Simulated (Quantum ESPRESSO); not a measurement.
A self-consistent single point of AgBr (Fm-3m, 2 atoms in the cell) with Quantum ESPRESSO.

Level of theory: PBE, SSSP 1.1.2 efficiency (PBE) pseudopotentials (plane waves; Quantum ESPRESSO).

The change in words: lattice scaled by 0.98. Reference geometry:
```
AgBr
1.0
    0.00000     2.88500     2.88500
    2.88500     0.00000     2.88500
    2.88500     2.88500     0.00000
Ag Br
1 1
Direct
  0.00000   0.00000   0.00000
  0.50000   0.50000   0.50000
```

Reference input (self-consistent single point, DFT, PBE, plane waves, SSSP 1.1.2 efficiency (PBE) pseudopotentials): ecutwfc = 60 Ry; ecutrho = 480 Ry; occupations = smearing; smearing = fermi-dirac; degauss = 0.0036749 Ry; potentials = {Ag: Ag_ONCV_PBE-1.0.oncvpsp.upf, Br: br_pbe_v1.4.uspp.F.UPF}; K_POINTS = automatic 10 10 10 0 0 0; conv_thr = 1e-10 Ry. This run's input differs from it in these lines:

```diff
@@ -10,3 +10,3 @@
  ibrav = 0
- celldm(1) = 7.7100941677
+ celldm(1) = 7.5558922843
  nat = 2
@@ -27,3 +27,3 @@
 Ag    0.0000000000    0.0000000000    0.0000000000
-Br    5.4518598695    5.4518598695    5.4518598695
+Br    5.3428226721    5.3428226721    5.3428226721
 K_POINTS automatic
```

Log, with long lists cut:

```
     Self-consistent Calculation

     iteration #  1     ecut=    60.00 Ry     beta= 0.70

     Threshold (ethr) on eigenvalues was too large:
     Diagonalizing with lowered threshold

     total energy              =    -334.16555808 Ry
     estimated scf accuracy    <       0.13119942 Ry

     iteration #  2     ecut=    60.00 Ry     beta= 0.70

     total energy              =    -334.19948740 Ry
     estimated scf accuracy    <       0.08228132 Ry

     iteration #  3     ecut=    60.00 Ry     beta= 0.70

     total energy              =    -334.21895106 Ry
     estimated scf accuracy    <       0.00074613 Ry

   [... 5 blocks of this kind left out ...]

     iteration #  9     ecut=    60.00 Ry     beta= 0.70

     total energy              =    -334.21917287 Ry
     estimated scf accuracy    <          2.0E-10 Ry

     iteration # 10     ecut=    60.00 Ry     beta= 0.70
     End of self-consistent calculation

     the Fermi energy is     9.6210 ev

!    total energy              =    -334.21917287 Ry
     estimated scf accuracy    <          1.0E-11 Ry
     smearing contrib. (-TS)   =      -0.00000048 Ry
     internal energy E=F+TS    =    -334.21917239 Ry

     convergence has been achieved in  10 iterations

     Forces acting on atoms (cartesian axes, Ry/au):

     atom    1 type  1   force =     0.00000000    0.00000000    0.00000000
     atom    2 type  2   force =     0.00000000    0.00000000    0.00000000

     Total force =     0.000000     Total SCF correction =     0.000000

          total   stress  (Ry/bohr**3)                   (kbar)     P=       49.06
   0.00033348  -0.00000000   0.00000000           49.06       -0.00        0.00
  -0.00000000   0.00033348  -0.00000000           -0.00       49.06       -0.00
   0.00000000  -0.00000000   0.00033348            0.00       -0.00       49.06

   JOB DONE.
```

The run converged in 10 iterations. Against the reference run the free energy goes up by 27.7 meV/atom, the pressure goes from 1.57 to 4.91 GPa and the gap on the mesh moves little (0.726 to 0.720 eV).

The starting cell has typed, rounded lattice constants, without a prior relaxation at this level. For this run, on top of that: lattice scaled by 0.98. With a pressure of about 5 GPa the cell is away from its equilibrium volume at this level.

Cost on one core of a shared machine: roughly 30 s.
